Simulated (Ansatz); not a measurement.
The parent structure is ZnS in the wurtzite structure (space group P6_3mc, No. 186).

```
CELL_PARAMETERS angstrom
      3.84528     0.00000     0.00000
     -1.92264     3.33011     0.00000
      0.00000     0.00000     6.30521
ATOMIC_POSITIONS crystal
  Zn 0.33333 0.66667 0.00023
  Zn 0.66667 0.33333 0.50023
  S  0.33333 0.66667 0.37477
  S  0.66667 0.33333 0.87477
```

Level of theory: DFT with PBE, PAW potentials and a 420 eV plane-wave cutoff in Ansatz (a first-principles code), scalar-relativistic without spin-orbit coupling.

One change was made to it. Results:

```csv
quantity,base,after
volume per atom,20.18 Å³,20.82 Å³
width of the top valence band,2.03 eV,1.94 eV
```

Q: Which change produced these results?
A) pressure 15 GPa
B) pressure −2 GPa
C) pressure −1 GPa
D) pressure 0.9 GPa

A: B, pressure −2 GPa. For comparison, the volume per atom in the other runs: pressure 0.9 GPa gives 19.93 Å³; pressure −1 GPa gives 20.48 Å³; pressure 15 GPa gives 17.30 Å³.

The levels and masses belong to the bands next to the band gap. Load acts through the strain it causes; cell and atoms are relaxed under it. Stability against distortions was not tested. Tetrahedral semiconductors of this kind turn to denser phases somewhere between about 1 and 50 GPa; those were not computed, so compressed cells here can lie past the real transition.
